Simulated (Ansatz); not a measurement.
**HfCo7: pressure series**

Consider HfCo$_{7}$ (space group P4/mmm, No. 123; a = 5.1035 Å, c = 3.5208 Å; ferromagnetic; a cell from a computed database, its experimental status unchecked).

Cell and atoms are relaxed at each pressure.

Calculations: plane-wave PAW DFT at the PBEsol level (Ansatz, a first-principles code, 420 eV), no spin-orbit coupling.

Notes on the quantities. enthalpy: H = E + PV relative to the base's energy.

| change | enthalpy | c/a ratio | volume per atom | largest site moment |
|---|---|---|---|---|
| base | – | 0.690 | 11.46 Å³ | 1.78 μB |
| pressure 0.3 GPa | +0.02 eV/atom | 0.690 | 11.45 Å³ | 1.78 μB |
| pressure 0.7 GPa | +0.05 eV/atom | 0.690 | 11.43 Å³ | 1.77 μB |
| pressure 1.5 GPa | +0.11 eV/atom | 0.690 | 11.39 Å³ | 1.77 μB |
| pressure 3 GPa | +0.21 eV/atom | 0.690 | 11.31 Å³ | 1.76 μB |
| pressure 5 GPa | +0.35 eV/atom | 0.691 | 11.21 Å³ | 1.75 μB |

Other magnetic orders, which the real material may have, were not ruled out. Load acts through the strain it causes; cell and atoms are relaxed under it. No phonon test of stability was made. No other phases were tried under pressure. The base started in Cmmm and relaxed to P4/mmm at this level.
